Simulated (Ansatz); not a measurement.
Take ZnGeP2 in the chalcopyrite structure (space group I-42d, No. 122) as the base.

```yaml
crystal:
  lattice:
    - [-2.71213, 2.71213, 5.35485]
    - [2.71213, -2.71213, 5.35485]
    - [2.71213, 2.71213, -5.35485]
  atoms:
    - { symbol: Zn, position: [0.00000, 0.00000, 0.00000] }
    - { symbol: Zn, position: [0.75000, 0.25000, 0.50000] }
    - { symbol: Ge, position: [0.50000, 0.50000, 0.00000] }
    - { symbol: Ge, position: [0.25000, 0.75000, 0.50000] }
    - { symbol: P, position: [0.87500, 0.87334, 0.49834] }
    - { symbol: P, position: [0.12666, 0.62500, 0.00166] }
    - { symbol: P, position: [0.37500, 0.37666, 0.50166] }
    - { symbol: P, position: [0.62334, 0.12500, 0.99834] }
```

Cartesian axes are those of the cell as printed.

Level of theory: PBEsol/PAW in Ansatz (a first-principles code), scalar-relativistic without spin-orbit coupling.

Strains are applied to the cell and any free atomic positions relax; under biaxial strain the out-of-plane vector relaxes too.

One change was made to it. Results:

```json
[
 {"quantity": "pressure (mean of the normal stresses, compression positive)", "base": "0.0 kbar", "after": "-6.5 kbar"},
 {"quantity": "band gap", "base": "1.07 eV", "after": "1.05 eV"},
 {"quantity": "smallest direct gap", "base": "1.24 eV", "after": "1.15 eV"},
 {"quantity": "width of the top valence band", "base": "1.50 eV", "after": "1.54 eV"}
]
```

### Question
Name the change that was made.
A. biaxial strain +2.25 %, plane normal [001], relaxed out of plane
B. biaxial strain +3.00 %, plane normal [001], relaxed out of plane
C. biaxial strain +0.75 %, plane normal [001], relaxed out of plane
D. biaxial strain +1.50 %, plane normal [001], relaxed out of plane

### Answer
C, biaxial strain +0.75 %, plane normal [001], relaxed out of plane. For comparison, the pressure in the other runs: biaxial strain +3.00 %, plane normal [001], relaxed out of plane gives -23.9 kbar; biaxial strain +2.25 %, plane normal [001], relaxed out of plane gives -18.4 kbar; biaxial strain +1.50 %, plane normal [001], relaxed out of plane gives -12.6 kbar.

Whether these cells are dynamically stable was not tested.
